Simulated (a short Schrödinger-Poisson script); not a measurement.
## MOS inversion layer, SiO2 on p-type Si(111)

System: MOS inversion layer, SiO2 on p-type Si(111), at 300 K.

```tsv
layer	material	thickness (nm)	Na (cm⁻³)
1	SiO2	2.9	-
2	Si	330	8.5e17
```

The device is made up for the run: typed textbook-type constants, with dimensions and the other settings drawn at random. SiO2: permittivity 3.9, conduction-band edge (eV) 3.15, gap (eV) 9, electron mass (mₑ) 0.5. Si: permittivity 11.7, conduction-band edge (eV) 0, gap (eV) 1.124, Nv at 300 K (cm⁻³) 3.1e19.

Channel valleys (confinement mass, in-plane density-of-states mass, number): Δ6 0.258, 0.358, 6. At the gate the conduction-band edge of layer 1 lies 3.33 eV − eVg above the Fermi level of the channel; the field vanishes at the back. Gaps are held at their typed values at every temperature. Mesh 0.03 nm at interfaces.

Solved with a short Schrödinger-Poisson script written for these runs: 1D Poisson equation in equilibrium, electrons quantum, Hartree (BenDaniel-Duke, 12 states a valley, the channel's in-plane mass for all, wave functions ending at the dielectric), parabolic valleys, classical holes, full ionisation, no traps, pinning or gate leakage.

```
Vg (V)  electrons (cm⁻²)  C (μF/cm²)  Δ6 E0 (meV)  Δ6 E1 (meV)
------  ----------------  ----------  -----------  -----------
0.3               2.62e6       0.245        414.0        520.1
0.4               4.63e7       0.235        339.7        450.2
0.5               8.51e8       0.230        264.4        378.9
0.6              1.52e10       0.271        189.7        308.2
0.7              1.55e11       0.547        129.6        251.5
0.8              5.29e11       0.776         97.7        222.6
0.9              1.02e12       0.870         80.3        208.0
1                1.57e12       0.915         68.9        199.2
1.1              2.14e12       0.942         60.5        193.4
1.2              2.73e12       0.960         53.9        189.2
1.3              3.33e12       0.973         48.4        186.0
1.4              3.94e12       0.983         43.7        183.6
1.5              4.56e12       0.991         39.6        181.7
1.6              5.18e12       0.998         36.0        180.2
1.7              5.80e12        1.00         32.6        179.0
1.8              6.43e12        1.01         29.6        178.0
1.9              7.06e12        1.01         26.8        177.2
2                7.70e12        1.02         24.2        176.6
2.1              8.33e12        1.02         21.8        176.1
2.2              8.97e12        1.02         19.5        175.8
2.3              9.62e12        1.03         17.3        175.5
```

Subbands count from the Fermi level.
